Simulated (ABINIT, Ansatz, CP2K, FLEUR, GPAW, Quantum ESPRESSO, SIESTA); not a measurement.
MgH2 (P4_2/mnm, 6 atoms in the cell) computed with different codes at matched settings

Self-consistent single point.

```
CELL_PARAMETERS angstrom
      4.53220     0.00000     0.00000
      0.00000     4.53220     0.00000
      0.00000     0.00000     3.02965
ATOMIC_POSITIONS crystal
  Mg 0.50000 0.50000 0.50000
  Mg 0.00000 0.00000 0.00000
  H  0.69557 0.69557 0.00000
  H  0.30443 0.30443 0.00000
  H  0.80443 0.19557 0.50000
  H  0.19557 0.80443 0.50000
```

Shared settings, as Ansatz (a program for electronic structure) writes them: kpoints.mp_grid.grid = 6 6 9; scf.occupations.method = fixed. Potentials and cutoffs stand in the table.

| code | model | pressure (GPa) | largest force (eV/Å) | gap on the mesh (eV) | cutoff |
|---|---|---|---|---|---|
| Quantum ESPRESSO | LDA (PZ), GBRV 1.5 ultrasoft (LDA) pseudopotentials | -3.23 | 0.009 | 3.506 | 40 Ry |
| SIESTA | LDA PW92, numerical atomic orbitals DZP, PseudoDojo LDA standard norm-conserving potentials (rewritten from UPF to PSML) | -1.38 | 0.016 | 3.442 | grid 400 Ry |
| GPAW | LDA (Perdew-Wang 92), GPAW PAW datasets LDA (gpaw-data 1.0.1) | -3.18 | 0.010 | 3.511 | 850 eV |
| FLEUR | LDA (Perdew-Zunger), all-electron FLAPW (FLEUR), scalar-relativistic valence | – | 0.010 | 3.507 | Kmax 4.4 1/bohr |
| CP2K | LDA (Pade form), GPW, DZVP-MOLOPT-SR-GTH basis, GTH-PADE potentials (GTH_POTENTIALS) | -4.44 | 0.100 | 2.885 | grid 1000 Ry |
| Ansatz | LDA (PW92), default PAW files made with PBE | -3.30 | 0.010 | 3.508 | 420 eV |
| ABINIT | LDA (PW92), PAW (JTH v2.0 LDA PAW) | -3.17 | 0.009 | 3.511 | 30 Ha |

A dash marks a value that a program does not give, or that is left out as unsure.

Gaps are read on the mesh.

The spread over the programs that give each value: pressure within 3.06 GPa; largest force within 0.091 eV/Å; gap on the mesh within 0.626 eV.

SIESTA and CP2K use small atom-centred bases, whose incompleteness enters pressures, forces and empty levels differently from a plane-wave cutoff. FLEUR treats all electrons, but the usual bases taken here (sphere radii, linearisation, local orbitals, empty states) were not tested for convergence, so the values are no reference for the others. Ansatz's pressure is given at a fixed set of plane waves, as the other plane-wave codes print theirs; with its correction for the finite basis it is -3.19 GPa. The same LDA comes in different parametrisations, which differ slightly. In the pressure, SIESTA (by 1.82) and CP2K (by 1.24) lie more than 1 GPa from the median of the plane-wave programs. In the gap, CP2K (by 0.624) lies more than 0.12 eV from the median of the plane-wave programs. In the force vectors, CP2K (by 0.109) lies more than 0.08 eV/Å from the median of the plane-wave programs.

The starting cell comes from a database of computed structures (which also holds hypothetical and non-ambient phases and stackings), without a prior relaxation at this level. Its lattice was rescaled by a random factor within 2.5 % of one.

Keys are those of Ansatz 0.2.
